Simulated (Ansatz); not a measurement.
```xyz
2
Lattice="0.0000 2.4278 2.4278 2.4278 0.0000 2.4278 2.4278 2.4278 0.0000" Properties=species:S:1:pos:R:3 pbc="T T T"
B      0.0000     0.0000     0.0000
As     1.2139     1.2139     1.2139
```

No spin polarisation.

Method: r2SCAN (Ansatz, a program for electronic structure, PAW, scalar-relativistic without spin-orbit coupling). Γ-centred 12×12×12 mesh, Fermi–Dirac width 0.05 eV.

### Question
Predict the smallest direct gap and hole mass.

### Answer
Smallest direct gap: 3.39 eV
Hole mass (degenerate bands, along [100]): 0.19, 0.23, 0.23 mₑ (at Γ)

The cells carry an imposed strain or load. Masses are band curvatures over ±0.01 Å⁻¹ around the edge. Stability against distortions was not tested. The cell was made from BAs in the zinc blende structure (space group F-43m, No. 216) by this change: isotropic strain +1.50 %.
